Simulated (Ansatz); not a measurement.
For SnSeS (P3m1, No. 156, 3 atoms in the cell; start mp-1218912), PBEsol (PAW; Ansatz, an electronic-structure program) gives:

| Item | Value |
|---|---|
| equilibrium lattice constant a | 3.734 Å |
| c axis length | 6.108 Å |
| cohesive energy | 3.69 eV/atom |
| band gap | 0.84 eV |

Task: What does r²SCAN+rVV10 (Ansatz, plane waves, PAW) give for the same quantities?

Result: 
- lattice constant a: 3.744 Å (goes up by 0.3 %)
- lattice parameter c: 6.099 Å (drops by 0.1 %)
- cohesive energy: 3.55 eV/atom (falls by 0.14 eV/atom)
- band gap: 1.24 eV (rises by 0.40 eV)

Changes are worked out from the printed values.

Unless a cell is named, each level is at its own relaxed cell (PBEsol 24.58, r²SCAN+rVV10 24.68 Å³/atom).

Levels without +SOC leave out spin–orbit coupling, which shifts energies and cells of such heavy elements.

Levels without +SOC have no spin–orbit coupling; where heavier elements are present it shifts gaps, mostly down, and can invert bands. Density-functional gaps are differences of (generalised) Kohn–Sham levels.

Caveats: the relaxation could not lower the start's symmetry, so the cell can be a saddle point above a distorted one (PBEsol, r²SCAN+rVV10). Ansatz's density-functional and Hartree–Fock values are scalar-relativistic unless marked +SOC, with PAW data made under PBE.

A start named mp-… is a Materials Project structure, which need not be a measured phase.
